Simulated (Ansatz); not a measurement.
We consider SrScHO2 (model structure, started from the SrVO2H type, P4/mmm, No. 123, 5 atoms in the cell), described by LDA in Ansatz (PAW).

Run with plane-wave cutoff 520 eV, 8×8×10 k mesh (along the axes of the cell as run), Fermi–Dirac smearing 0.01 eV, scalar-relativistic PAW data made under PBE.

Cell (relaxed at this level):

Space group P4/mmm (No. 123); a = b = 4.0474 Å, c = 3.7686 Å, α = β = γ = 90.00°

| atom | site | symmetry | x | y | z |
|---|---|---|---|---|---|
| Sr | 1d | 4/mmm | 0.5000 | 0.5000 | 0.5000 |
| Sc | 1a | 4/mmm | 0.0000 | 0.0000 | 0.0000 |
| O | 2f | mmm. | 0.0000 | 0.5000 | 0.0000 |
| H | 1b | 4/mmm | 0.0000 | 0.0000 | 0.5000 |

Task: What does this level give for the band gap, direct gap at Γ and bulk modulus B0?

Result: 
- band gap: 2.07 eV (on the SCF k mesh)
- direct gap at Γ: 4.05 eV
- bulk modulus B0: 121 GPa

Note: the bulk modulus is −V dP/dV from two relaxed cells at ±2 % in volume; the relaxation could raise the start's symmetry but not lower it, so the cell can be a saddle point.

Spin–orbit coupling is not included.

The computed numbers hold no vibrational or temperature effects.

A model structure was made by putting elements into a prototype or built by hand; it is no filed structure, need not be a known phase, and can be a saddle point held by its symmetry.

Ansatz is a first-principles code.
